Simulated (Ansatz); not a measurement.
SrZrO3 (I4/mcm, No. 140, 10 atoms in the cell; start mp-5076; a measured phase of this formula has another space group)

These are HSE06+SOC (Ansatz, a quantum-chemistry and plane-wave program, plane waves, PAW) values and carry that method's errors.

Settings: plane-wave cutoff 460 eV, 6×6×6 k mesh, Fermi–Dirac smearing 0.01 eV, PAW data made under PBE.

Cell (relaxed with PBEsol):

```
CELL_PARAMETERS angstrom
     -2.86812     2.86812     4.16177
      2.86812    -2.86812     4.16177
      2.86812     2.86812    -4.16177
ATOMIC_POSITIONS crystal
  Sr 0.75000 0.25000 0.50000
  Sr 0.25000 0.75000 0.50000
  Zr 0.00000 0.00000 0.00000
  Zr 0.50000 0.50000 0.00000
  O  0.18933 0.68933 0.87866
  O  0.81067 0.31067 0.12134
  O  0.68933 0.81067 0.50000
  O  0.31067 0.18933 0.50000
  O  0.25000 0.25000 0.00000
  O  0.75000 0.75000 0.00000
```

For SrZrO3 (I4/mcm, No. 140, 10 atoms in the cell; start mp-5076; a measured phase of this formula has another space group), the band gap comes out as 5.27 eV (on the SCF k mesh) (indirect) and the smallest direct gap on the k points sampled comes out as 5.35 eV.

Note: cell and atoms aren't relaxed at this level (pressure 1.1 GPa).

The computed numbers hold no vibrational or temperature effects.

It cost around 50 core-minutes (rough) of CPU time.

A start named mp-… is a Materials Project structure, which need not be a measured phase.
